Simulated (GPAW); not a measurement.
GPAW run on Zr2Sb3Pd (P-4m2, 6 atoms in the cell): self-consistent single point.

Method of the run: PBEsol, GPAW PAW datasets PBEsol (made by gpaw-setup) (plane waves; GPAW).

```yaml
crystal:
  lattice:
    - [3.96126, 0.00000, 0.00000]
    - [0.00000, 3.96126, 0.00000]
    - [0.00000, 0.00000, 8.73892]
  atoms:
    - { symbol: Zr, position: [0.50000, 0.00000, 0.73919] }
    - { symbol: Zr, position: [0.00000, 0.50000, 0.26081] }
    - { symbol: Sb, position: [0.50000, 0.00000, 0.38377] }
    - { symbol: Sb, position: [0.00000, 0.50000, 0.61623] }
    - { symbol: Sb, position: [0.00000, 0.00000, 0.00000] }
    - { symbol: Pd, position: [0.50000, 0.50000, 0.00000] }
```

Reference input (self-consistent single point, DFT PBEsol, plane waves, GPAW PAW datasets PBEsol (made by gpaw-setup)): mode = pw; ecut = 550 eV; xc = PBEsol; kpts = 7 7 3; mesh shift (steps) = 0 0 0; occupations.name = methfessel-paxton; occupations.width = 0.136 eV; occupations.order = 0; nbands = -14; convergence.density = 1e-05 e/electron; convergence.energy = 1e-05 eV/electron; symmetry.symmorphic = false. This run's input differs from it in these lines:

```diff
@@ -18,3 +18,3 @@
             xc='PBEsol',
-            kpts=(7, 7, 3),
+            kpts={'size': (6, 6, 3), 'gamma': True},
             occupations={'name': 'methfessel-paxton', 'width': 0.136, 'order': 0},
```

The program printed (abridged):

```
     iter     time        total  log10-change:
                         energy   eigst   dens
iter:   1 --:--:--   -44.611251
iter:   2 --:--:--   -39.806587   -0.30  -1.23
iter:   3 --:--:--   -39.490628   -1.12  -1.49
iter:   4 --:--:--   -39.116048   -0.83  -1.53
iter:   5 --:--:--   -39.027259   -2.13  -1.81
   [... 6 lines left out ...]
iter:  12 --:--:--   -38.865206   -4.19  -2.97
iter:  13 --:--:--   -38.863159   -4.28  -3.00
iter:  14 --:--:--   -38.862205   -4.36  -3.14
iter:  15 --:--:--   -38.862313   -4.87  -3.41
iter:  16 --:--:--   -38.862349c  -5.73  -3.46
iter:  17 --:--:--   -38.862347c  -5.79  -3.53
iter:  18 --:--:--   -38.862370c  -6.01  -3.65
iter:  19 --:--:--   -38.862435c  -5.79  -3.72
iter:  20 --:--:--   -38.862480c  -5.60  -3.81
iter:  21 --:--:--   -38.862470c  -6.56  -4.19
iter:  22 --:--:--   -38.862438c  -7.11  -4.34
iter:  23 --:--:--   -38.862420c  -6.74  -4.38
iter:  24 --:--:--   -38.862416c  -7.01  -4.46
iter:  25 --:--:--   -38.862419c  -7.79c -4.55
iter:  26 --:--:--   -38.862413c  -7.92c -4.64
iter:  27 --:--:--   -38.862412c  -8.52c -5.03c
Converged after 27 iterations.

Dipole moment: (-0.000000, -0.000000, 0.000000) |e|*Ang

Energy contributions relative to reference atoms: (reference = -861450.652333)

Kinetic:        -11.278108
Potential:       +2.348377
External:        +0.000000
XC:             -30.907640
Entropy (-ST):   -0.028464
Local:           +0.989191
SIC:             +0.000000
--------------------------
Free energy:    -38.876644
Extrapolated:   -38.862412

Showing only first 2 kpts
 Kpt  Band  Eigenvalues  Occupancy
  0    40      7.82570    2.00000
  0    41      7.83359    2.00000
  0    42      9.46070    0.00000
  0    43      9.46070    0.00000

  1    40      7.76073    2.00000
  1    41      8.07585    2.00000
  1    42      9.12144    0.00000
  1    43      9.64817    0.00000

Fermi level: 8.61019

No gap
   [... lines left out ...]
  0 Zr    0.00000    0.00000    0.16270
  1 Zr    0.00000    0.00000   -0.16270
  2 Sb    0.00000    0.00000   -0.07136
  3 Sb    0.00000    0.00000    0.07136
  4 Sb    0.00000    0.00000    0.00000
  5 Pd    0.00000    0.00000    0.00000

Stress tensor:
     0.032288     0.000000     0.000000
     0.000000     0.032288     0.000000
     0.000000     0.000000     0.035686
Stress (GPa, Voigt): [5.1732 5.1732 5.7175 0.     0.     0.    ]
```

The run converged in 27 iterations. GPAW prints stress with tension positive. Against the reference run the free energy goes up by 4.1 meV/atom, the pressure stays near -5.35 GPa while the zz stress (positive for compression) goes from -5.29 to -5.72 GPa and the largest force goes from 0.115 to 0.163 eV/Å.

The starting cell comes from a database of computed structures (which also holds hypothetical and non-ambient phases and stackings), without a prior relaxation at this level. Spin polarisation is off. With a pressure of about -5 GPa the cell is away from its equilibrium volume at this level.

Cost on one core of a shared machine: roughly 2 min.
